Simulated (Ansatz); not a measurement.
A self-consistent single point of a (100) slab of LaOF (cut from a parent of space group no. 129; 12 atoms in the cell) with Ansatz (a quantum-chemistry and plane-wave program).

Computed with LDA (PW92), default PAW files made with PBE (plane waves; Ansatz).

```xyz
12
Lattice="4.0896 0.0000 0.0000 0.0000 5.8430 0.0000 0.0000 0.0000 20.1343" Properties=species:S:1:pos:R:3 pbc="T T T"
La     0.0000     4.1819     7.0000
La     2.0448     1.6611     9.0448
O      0.0000     2.9215     9.0448
O      2.0448     2.9215     7.0000
F      2.0448     0.0000     7.0000
F      0.0000     0.0000     9.0448
La     0.0000     4.1819    11.0896
La     2.0448     1.6611    13.1343
O      0.0000     2.9215    13.1343
O      2.0448     2.9215    11.0896
F      2.0448     0.0000    11.0896
F      0.0000     0.0000    13.1343
```

Reference input (self-consistent single point, DFT, LDA (PW92), plane waves, default PAW files made with PBE): basis.ecutwfc = 30.9 Ry; kpoints.mp_grid.grid = 5 3 1; hamiltonian.xc = lda; hamiltonian.pseudopotentials = {kind: paw} (the program's default PAW files); scf.occupations.method = fermi_dirac; scf.occupations.width = 0.0037 Ry. This run's input differs from it in these lines:

Ansatz 0.2 input:
```diff
@@ -21,3 +21,3 @@
 kpoints:
-  mp_grid: { grid: [5, 3, 1] }
+  mp_grid: { grid: [11, 8, 1] }
 hamiltonian:
```

The program printed (abridged):

```
SCF iter   1: F=—  HF=-29722.443904 eV  |F-HF|=—  |Δ(HF+E_count)|=         —  Δρ=1.05e-2  dr2=4.77e-1  ethr=1.77e-3  ⟨swp⟩=9.8  Hψ=8896  notcnv=0
all-band conjugate gradients solve this SCF's bands
preconditioner: auto → Resta (q_TF=auto, 2.086 Å⁻¹)
SCF iter   2: F=—  HF=-29722.375239 eV  |F-HF|=—  |Δ(HF+E_count)|=   6.87e-2  Δρ=6.28e-3  dr2=1.42e-1  ethr=4.96e-4  ⟨swp⟩=4.5  Hψ=4173  notcnv=0  defer=111
   [... lines left out ...]
SCF iter   6: F=—  HF=-29722.344019 eV  |F-HF|=—  |Δ(HF+E_count)|=   1.21e-4  Δρ=6.16e-5  dr2=1.70e-5  ethr=9.47e-8  ⟨swp⟩=2.8  Hψ=3090  notcnv=0  defer=111
SCF iter   7: F=—  HF=-29722.344023 eV  |F-HF|=—  |Δ(HF+E_count)|=   3.52e-6  Δρ=2.22e-5  dr2=2.29e-6  ethr=1.78e-8  ⟨swp⟩=2.0  Hψ=2039  notcnv=0  defer=111
SCF iter   8: F=—  HF=-29722.344024 eV  |F-HF|=—  |Δ(HF+E_count)|=   1.18e-6  Δρ=8.88e-6  dr2=2.81e-7  ethr=2.39e-9  ⟨swp⟩=2.0  Hψ=2892  notcnv=0  defer=111
SCF iter   9: F=-29722.344024 eV  HF=-29722.344024 eV  |F-HF|=5.70e-9  |Δ(HF+E_count)|=   3.41e-9  Δρ=3.12e-6  dr2=3.06e-8  ethr=1.04e-10  ⟨swp⟩=17.8  Hψ=10417  notcnv=0
SCF 1 converged in 9 iterations: F = -29722.344024 eV  dr2 = 3.06e-8
Free energy (F): -29722.344024 eV
Internal energy: -29722.344024 eV  (E = F + TS)
E sigma→0 (E₀):  -29722.344024 eV
Fermi energy:    2.073239 eV
--- Forces (eV/Å), atoms counted from 1 ---
  atom   1  La    -0.00000000    -0.94332675     2.12146238
  atom   2  La     0.00000000     0.15366074    -0.92111931
  atom   3  O     -0.00000000     0.42727940    -0.47208574
  atom   4  O      0.00000000     1.31523934     0.13375707
  atom   5  F     -0.00000000    -0.74415562     0.21246732
  atom   6  F      0.00000000    -0.20827316    -0.19999115
  atom   7  La    -0.00000000    -0.15366074     0.92111931
  atom   8  La     0.00000000     0.94332675    -2.12146238
  atom   9  O     -0.00000000    -1.31523934    -0.13375707
   [... lines left out ...]
  atom  12  F      0.00000000     0.74415562    -0.21246732
--- Stress (GPa, compression-positive) ---
       -6.821214       0.000000       0.000000
        0.000000      -4.289165       0.506665
        0.000000       0.506665      -3.969000
  P = ⅓ Tr σ = -5.0265 GPa (-50.265 kbar)
  The stress holds the Pulay correction. Without it, at fixed plane waves, as pw.x and ABINIT print it: P = -5.2966 GPa
```

The run converged in 9 iterations. Against the reference run the free energy is nearly the same (within 1 meV/atom), the largest force stays at 2.322 eV/Å and the gap on the mesh goes from 3.246 to 3.226 eV.

The starting cell comes from a database of computed structures (which also holds hypothetical and non-ambient phases and stackings), without a prior relaxation at this level. The slab is cut from that crystal, and its faces are unrelaxed. Its lattice was rescaled by up to half a per cent. Spin polarisation is off, though cut faces can carry moments; a gap of a slab can lie between surface states. Forces in this geometry exceed 1 eV/Å.

Cost on one core of a shared machine: roughly 40 s.
